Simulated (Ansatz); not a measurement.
Take CsPbCl₃ in the cubic perovskite structure (space group Pm-3m, No. 221; a = 5.619 Å) as the base.

Level of theory: plane-wave PAW DFT at the PBEsol level (Ansatz, a first-principles code, 420 eV), without spin-orbit coupling.

Strains are applied to the cell and any free atomic positions relax.

One change was made to it. Results:

The electron mass (degenerate bands, along [100]) becomes 0.094, 0.76, 0.76 mₑ (at R) (base: 0.10, 0.83, 0.83 mₑ (at R)); the band gap drops by 0.26 eV, from 1.83 eV to 1.57 eV; the width of the top valence band grows by 0.43 eV to 2.91 eV.

Q: Which change produced these results?
A) isotropic strain −1.80 %
B) isotropic strain −3.00 %
C) isotropic strain −0.60 %

A: A, isotropic strain −1.80 %. For comparison, the band gap in the other runs: isotropic strain −0.60 % gives 1.75 eV; isotropic strain −3.00 % gives 1.37 eV.

With Pb present, leaving out spin-orbit coupling can change the band edges. Masses are band curvatures over ±0.01 Å⁻¹ around the edge. No phonon test of stability was made. Many cubic perovskites are stable only at high temperature; tilts and polar distortions were not tested. This is not the structure that CsPbCl3 has at room temperature and ambient pressure.
